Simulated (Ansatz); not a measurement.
The reference is Si in the diamond structure (space group Fd-3m, No. 227; a = 5.4443 Å).

Level of theory: r2SCAN/PAW in Ansatz (a first-principles code), scalar-relativistic without spin-orbit coupling.

One change was made to it. Results:

The gap character stays indirect, Γ → Γ–X (87 % along); the width of the top valence band falls by 0.05 eV to 3.95 eV; the lattice parameter a goes up by 0.019 Å (5.444 Å → 5.463 Å).

Question: Which change produced these results?
(A) pressure −1 GPa
(B) pressure 4.5 GPa
(C) pressure −2 GPa
(D) pressure 9 GPa

Answer: A, pressure −1 GPa. For comparison, the lattice parameter a in the other runs: pressure −2 GPa gives 5.483 Å; pressure 9 GPa gives 5.303 Å; pressure 4.5 GPa gives 5.368 Å.

Load acts through the strain it causes; cell and atoms are relaxed under it. Whether these cells are dynamically stable was not tested. Tetrahedral semiconductors of this kind turn to denser phases somewhere between about 1 and 50 GPa; those were not computed, so compressed cells here can lie past the real transition.
